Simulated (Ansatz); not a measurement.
The starting structures come from a database of crystals and need not be the phases stable at ambient conditions.

Tunnelling through a barrier is set by its complex band structure: the current falls as exp(−2κd) with the smallest κ.

Data:

```yaml
crystal:
  lattice:
    - [7.32286, 0.00000, 0.00000]
    - [2.38422, 6.92385, 0.00000]
    - [2.46932, -3.46193, 4.25235]
  atoms:
    - { symbol: Zn, position: [0.00000, 0.00000, 0.00000] }
    - { symbol: Ga, position: [0.50000, 0.50000, 0.00000] }
    - { symbol: Ga, position: [0.75000, 0.75000, 0.50000] }
    - { symbol: Te, position: [0.60249, 0.13261, 0.02697] }
    - { symbol: Te, position: [0.89436, 0.37054, 0.50315] }
    - { symbol: Te, position: [0.13261, 0.60249, 0.97303] }
    - { symbol: Te, position: [0.37054, 0.89436, 0.49685] }
```

Space group of this cell: I-4. The cell is taken as given.

Transport runs along the normal of the first two printed cell vectors, the (110) plane of the conventional cell.

The gap is the functional's own, uncorrected, and κ follows it; spin-orbit coupling is left out. Mid-gap values are interpolated between the computed energies.

Question: Estimate the band gap and the smallest decay constant κ at mid-gap that r2SCAN run with Ansatz (a quantum-chemistry and plane-wave program) returns for this system.

Answer: Gap 1.49 eV on a 8×8×8 mesh; κ = 0.106 1/Å, at the zone centre.
